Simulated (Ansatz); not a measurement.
The starting structures come from a database of crystals and need not be the phases stable at ambient conditions.

By PBEsol, the system below comes out a metal.

The ballistic (Sharvin) conductance counts the channels at the Fermi level: G/A = (e²/h) × channels of both spins per area.

Given:

```
CELL_PARAMETERS angstrom
      3.95726     0.00000     0.00000
      1.73185     3.55817     0.00000
      0.16162     0.10108     5.92398
ATOMIC_POSITIONS crystal
  Bi 0.66050 0.66050 0.73751
  Bi 0.33950 0.33950 0.26249
  Pt 0.00000 0.00000 0.00000
```

Space group of this cell: C2/m. The cell is taken as given; by PBEsol its mean pressure is -3.8 GPa.

The current flows along the normal of the first two printed cell vectors. No spin-orbit coupling; the value is a mean over 0.1 eV about the Fermi level.

### Question
Predict the ballistic conductance per area from PBEsol (Ansatz, a program for electronic structure).

### Answer
0.69 × 10¹⁵ S/m² for both spins.
